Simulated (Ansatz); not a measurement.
The starting structures come from a database of crystals and need not be the phases stable at ambient conditions.

 Where the default PAW files enter, the runs use the earlier of Ansatz's two default sets.

Consider the following.

```
Ge3N4
1.0
    5.87722     0.00000     0.00000
   -2.93861     5.08983     0.00000
    2.93861     1.69661     4.79873
Ge N
6 8
Direct
  0.75000   0.37500   0.87500
  0.25000   0.37500   0.37500
  0.75000   0.37500   0.37500
  0.25000   0.87500   0.37500
  0.00000   0.00000   0.00000
  0.50000   0.75000   0.75000
  0.76632   0.14948   0.61684
  0.26632   0.13316   0.60052
  0.76632   0.61684   0.61684
  0.26632   0.13316   0.13316
  0.23368   0.61684   0.61684
  0.73368   0.13316   0.13316
  0.23368   0.61684   0.14948
  0.73368   0.60052   0.13316
```

Space group of this cell: Fd-3m. The cell is taken as given; by PBEsol its mean pressure is -6.4 GPa.

Level of theory: PBEsol (plane waves, PAW; Ansatz, a quantum-chemistry and plane-wave program).

The current runs along the normal of the first two printed vectors; no spin-orbit coupling. Scaled by the factor s: the length along the current (ions clamped). Meshes 8×8×8 and 6×6 across the current in all rows.

```csv
s,mean pressure (GPa),slowest mid-gap decay constant κ (1/Å)
0.97,0.5,?
1.00,-6.4,0.152
1.03,-12.0,0.126
```

Problem. Take the slope of the slowest mid-gap decay constant κ against ln s from the two given rows, extrapolate to s = 0.97, and say what the run there gives.

Solution. Slope = (0.126 − 0.152) / ln 1.03 = -0.880 1/Å. The line gives 0.152 + (-0.880) × ln 0.97 = 0.179 1/Å. The run gives 0.172 1/Å, 0.007 1/Å under the line, 25 % of the predicted step.
